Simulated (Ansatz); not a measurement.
System: Al₃Sc (I4/mmm, No. 139, 4 atoms in the cell; start mp-999204; a measured phase of this formula has another space group). Method: r²SCAN (PAW; Ansatz, a first-principles code).

Run with plane-wave cutoff 560 eV, 20×20×20 k mesh, Fermi–Dirac smearing 0.05 eV, scalar-relativistic PAW data made under PBE.

Cell (relaxed at this level):

Al$_{3}$Sc is modelled in the tetragonal space group I4/mmm (No. 139), Pearson symbol tI8. Conventional cell: a = b = 4.005 Å, c = 8.763 Å, α = β = γ = 90.00°. Sc on 2a is surrounded by 12 Al at 2.832–2.968 Å and 4 Sc at 4.005 Å. Al1 on 4d is surrounded by 8 Al at 2.832–2.968 Å and 4 Sc at 2.968 Å (cuboctahedral). Al2 on 2b has 4 Sc at 2.832 Å and 8 Al at 2.968 Å (cuboctahedral). (Neighbours: up to the widest gap in distance over summed covalent radii, below 1.35, at either atom.)
(The calculation used a cell of 4 atoms; values per cell refer to that cell.)

**Question.** Give the computed bulk modulus.

**Answer.** 
* **bulk modulus**: 89.5 GPa

The run finds no gap.

Note: the bulk modulus is −V dP/dV from two relaxed cells at ±2 % in volume; the relaxation could not lower the start's symmetry, so the cell can be a saddle point above a distorted one.

Static lattice: no zero-point or thermal effects.

The result took around 4 core-minutes (rough).

A start named mp-… is a Materials Project structure, which need not be a measured phase.
